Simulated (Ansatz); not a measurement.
What uniaxial stress, 1 GPa tension along x does to ZrSe2

Base system: ZrSe₂ in the CdI2 type structure (space group P-3m1, No. 164; a = 3.6600 Å, c = 5.8409 Å; layered, stacked along the Cartesian z axis; relaxed with 0.1 eV smearing). Axes: x lies along a and z along c of the hexagonal cell.

The change: uniaxial stress, 1 GPa tension along x, with the cell and atoms free to relax against it.

Computed with PBEsol-D3(BJ) (Ansatz, an electronic-structure program, PAW, no spin-orbit coupling), earlier PAW set. k-mesh 18×18×10 (Γ-centred); smearing 0.1 eV (Fermi–Dirac).

The space group goes from P-3m1 (No. 164) to C2/m (No. 12) and the shortest interatomic distance is nearly the same (2.656 Å against 2.654 Å). The energy increases by 0.7 meV/atom and the band gap is still zero. The strain response (xx, yy, zz) is (+0.96, −0.19, −0.16) %.

Final structure:

```
ZrSe2
1.0
    3.69497     0.00000     0.00000
   -1.84749     3.16352     0.00524
    0.00000     0.00966     5.83175
Zr Se
1 2
Cartesian
  0.00000   0.00000   0.00000
  0.00000   2.11355   1.60525
  1.84749   1.05963   4.23174
```

Beyond what the load breaks, stability against distortions was not tested. All final runs are without spin polarisation. A zero or small gap of ZrSe2 can be the functional's error rather than a property of the material.
